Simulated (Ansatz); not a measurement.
Functionals compared on SiH3 on the 1x1 (0001) surface of hcp Co, ferromagnetic, one in a 2x2 cell, started at the site 'hollow Co-Co-Co over Co at depth 2.0 Å', in Ansatz (plane waves, PAW). The structure was relaxed with PBE; the other rows are single points on it, each with its references at the same level. Cutoff 420 eV.

Slab: 20 atoms, 6.0 Å thick at the start under the adsorbate (thin: gaps and levels are the slab's own); k 7x7x1, smearing 0.1 eV, dipole-corrected; 8 atoms held, the rest relaxed; start symmetry kept, larger cells not searched; spin-polarised, no spin-orbit, no U, no dispersion correction. At the end it is bonded to 3 Co. In PBE it is, or lies within 0.03 eV of, the lowest of the starts that converged. These notes are the PBE run's. Adsorption energies are against SiH4(g) − ½ H2(g). A negative adsorption energy means that the adsorbate is more stable on the surface than in its reference.

| functional | adsorption energy (eV) | work function of the top face (eV) | change of the work function (eV) | magnetic moment of the cell (μB) | rough cost of the single point |
|---|---|---|---|---|---|
| PBE | -0.79 | 4.69 | -0.28 | 26.39 | – |
| RPBE | (withheld) | (withheld) | (withheld) | 26.62 | very roughly 5 core-minutes |

### Question
What belongs in the gaps?

### Answer

- RPBE, adsorption energy (eV): -0.42
- RPBE, work function of the top face (eV): 4.61
- RPBE, change of the work function (eV): -0.20

Ansatz is a first-principles code.
